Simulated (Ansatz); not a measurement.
**InP in the zinc blende structure (space group F-43m, No. 216)**

```yaml
crystal:
  lattice:
    - [0.00000, 2.97977, 2.97977]
    - [2.97977, 0.00000, 2.97977]
    - [2.97977, 2.97977, 0.00000]
  atoms:
    - { symbol: P, position: [0.75000, 0.75000, 0.75000] }
    - { symbol: In, position: [0.00000, 0.00000, 0.00000] }
```

Computed with Kohn–Sham DFT with the PBE functional, run in Ansatz (a quantum-chemistry and plane-wave program) with PAW and 420 eV plane waves, no SOC. Settings: 10×10×10 k-points, 0.05 eV Fermi–Dirac smearing.

The volume per atom is 26.46 Å³ and the density comes out as 4.58 g/cm³. The band gap is 0.44 eV, direct at Γ and the electron mass is 0.037 mₑ. The hole mass (degenerate bands, along [100]) is 0.037, 0.46, 0.46 mₑ and the lowest conduction-band minima above the VBM is Γ 0.44 eV; L along ⟨111⟩ 1.38 eV; X along ⟨100⟩ 1.85 eV. The total energy comes out as -3177.004 eV/atom (σ→0; compares only within this code and set-up).

Effective masses come from finite differences of ±0.01 Å⁻¹. Stability against distortions was not tested.
